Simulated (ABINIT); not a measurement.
A self-consistent single point of BaTe (Fm-3m, 2 atoms in the cell) with ABINIT.

Computed with PBE, norm-conserving pseudopotentials (PseudoDojo nc-sr-05 PBE standard) (plane waves; ABINIT).

```
CELL_PARAMETERS angstrom
      0.00000     3.50000     3.50000
      3.50000     0.00000     3.50000
      3.50000     3.50000     0.00000
ATOMIC_POSITIONS crystal
  Ba 0.00000 0.00000 0.00000
  Te 0.50000 0.50000 0.50000
```

Reference input (self-consistent single point, DFT, PBE, plane waves, norm-conserving pseudopotentials (PseudoDojo nc-sr-05 PBE standard)): pseudos = [Ba.upf, Te.upf]; ecut = 82 Ry; occopt = 3; tsmear = 0.00036749 Ha; ngkpt = 8 8 8; nshiftk = 1; shiftk = 0 0 0; potentials = PseudoDojo nc-sr-05 PBE standard; nband = 18; kptopt = 1; nstep = 60; tolvrs = 1e-12. This run's input differs from it in these lines:

```diff
@@ -20,3 +20,3 @@
 kptopt 1
-ngkpt 8 8 8
+ngkpt 4 4 4
 nshiftk 1
```

Output, abridged:

```
--- !BeginCycle
solver: {iscf: 7, nstep: 60, nline: 4, wfoptalg: 0, }
tolerances: {tolvrs: 1.00E-12, }
...

     iter   Etot(hartree)      deltaE(h)  residm     vres2
 ETOT  1  -132.22378906020    -1.322E+02 8.459E-01 1.448E+01
 ETOT  2  -132.91396838592    -6.902E-01 8.466E-03 5.273E+01
 ETOT  3  -132.91622232411    -2.254E-03 1.725E-03 1.937E+01
 ETOT  4  -132.91736923180    -1.147E-03 1.583E-03 3.624E-01
 ETOT  5  -132.91741006854    -4.084E-05 4.564E-04 8.583E-03
   [... 8 lines left out ...]
 ETOT 14  -132.91741441454     4.235E-12 2.905E-06 1.723E-11
 ETOT 15  -132.91741441454    -8.185E-12 3.564E-06 4.288E-10
 ETOT 16  -132.91741441454     9.379E-13 1.591E-06 1.092E-11
 ETOT 17  -132.91741441455    -6.963E-12 1.955E-06 3.393E-14
 At SCF step   17       vres2   =  3.39E-14 < tolvrs=  1.00E-12 =>converged.

 Cartesian components of stress tensor (hartree/bohr^3)
  sigma(1 1)= -2.86663978E-05  sigma(3 2)=  0.00000000E+00
  sigma(2 2)= -2.86663978E-05  sigma(3 1)=  0.00000000E+00
  sigma(3 3)= -2.86663978E-05  sigma(2 1)=  0.00000000E+00

 ----iterations are completed or convergence reached----

 reduced coordinates (array xred) for    2 atoms
       0.000000000000      0.000000000000      0.000000000000
       0.500000000000      0.500000000000      0.500000000000
 cartesian forces (eV/Angstrom) at end:
    1     -0.00000000000000    -0.00000000000000    -0.00000000000000
    2     -0.00000000000000    -0.00000000000000    -0.00000000000000
 frms,max,avg= 0.0000000E+00 0.0000000E+00   0.000E+00  0.000E+00  0.000E+00 e/A
   [... lines left out ...]
 Fermi (or HOMO) energy (eV) =   4.58810   Average Vxc (eV)=  -8.57972
   [... lines left out ...]
total_energy        : -1.32917414414549E+02
total_energy_eV     : -3.61686678531300E+03
band_energy         : -1.48439495641310E+01
...

-Cartesian components of stress tensor (GPa)         [Pressure=  8.4339E-01 GPa]
- sigma(1 1)= -8.43394399E-01  sigma(3 2)=  0.00000000E+00
- sigma(2 2)= -8.43394399E-01  sigma(3 1)=  0.00000000E+00
- sigma(3 3)= -8.43394399E-01  sigma(2 1)=  0.00000000E+00

 Calculation completed.
```

The run converged in 17 iterations. Against the reference run the free energy rises by 4.3 meV/atom, the pressure moves little (0.79 to 0.84 GPa) and the gap on the mesh moves little (1.604 to 1.598 eV).

The starting cell has typed, rounded lattice constants, without a prior relaxation at this level. Spin-orbit coupling is off.

Cost on one core of a shared machine: roughly 90 s.
